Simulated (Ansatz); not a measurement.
Start from TiAl (space group P4/mmm, No. 123; relaxed with 0.1 eV smearing).

```yaml
crystal:
  lattice:
    - [2.79629, 0.00000, 0.00000]
    - [0.00000, 2.79629, 0.00000]
    - [0.00000, 0.00000, 4.03814]
  atoms:
    - { symbol: Ti, position: [0.00000, 0.00000, 0.00000] }
    - { symbol: Al, position: [0.50000, 0.50000, 0.50000] }
```

Cartesian axes are those of the cell as printed.

Calculations: PBEsol (Ansatz, a program for electronic structure), without spin-orbit coupling.

Perturbation: an isotropic linear strain of +1.50 %, atoms relaxed at fixed cell.

Task: Predict the stress tensor and what it implies for the stiffness.

Result: Stress of the strained cell less that of the base (GPa, compression positive):
```
   -4.9     0.0     0.0
    0.0    -4.9     0.0
    0.0     0.0    -4.9
```

Then B = −ΔP/(ΔV/V₀) with ΔV/V₀ = 0.0457 gives secant stiffness values (nonlinear terms included at this strain): B (at held cell shape, above the free-shape value) ≈ 107 GPa.

As a check, the harmonic strain energy −½ V₀ Δσ:ε is 11 meV/atom; the computed energy rise is 11 meV/atom.

Stability against distortions was not tested. The final runs are not spin-polarised.
